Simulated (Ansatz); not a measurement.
Base system: TiN in the rock salt structure (space group Fm-3m, No. 225; a = 4.2044 Å; relaxed with 0.1 eV smearing). Axes: x, y, z lie along the cube axes.

Structures relaxed with PBEsol (Ansatz, a first-principles code; PAW; 420 eV plane waves; without spin-orbit coupling), earlier PAW set.

Base:

Simulated powder pattern, Cu Kα1, λ = 1.54056 Å (kinematic, ideal powder, no thermal factors, no anomalous dispersion; the 10 strongest lines at most, above 2 %, up to 2θ = 90°):

```
2θ (°)  I/Imax (%)    hkl
------  ----------  -----
37.00           68  (111)
42.99          100  (200)
62.42           55  (220)
74.84           24  (311)
78.79           17  (222)
```

The change: uniaxial strain ε_yy = +0.73 %, all other strain components held at zero, atoms relaxed at fixed cell.

After the change:

Simulated powder pattern, Cu Kα1, λ = 1.54056 Å (kinematic, ideal powder, no thermal factors, no anomalous dispersion; the 10 strongest lines at most, above 2 %, up to 2θ = 90°):

| 2θ (°) | I/Imax (%) | hkl |
|---|---|---|
| 36.91 | 100 | (111) |
| 42.66 | 50 | (020) |
| 42.99 | 98 | (200) |
| 62.17 | 55 | (220) |
| 62.42 | 27 | (202) |
| 74.32 | 12 | (131) |
| 74.78 | 24 | (311) |
| 78.56 | 25 | (222) |

The indices refer to the base's conventional cell; one index is shown for lines that coincide. The space group is now I4/mmm (No. 139).

Whether these cells are dynamically stable was not tested. All final runs are without spin polarisation.
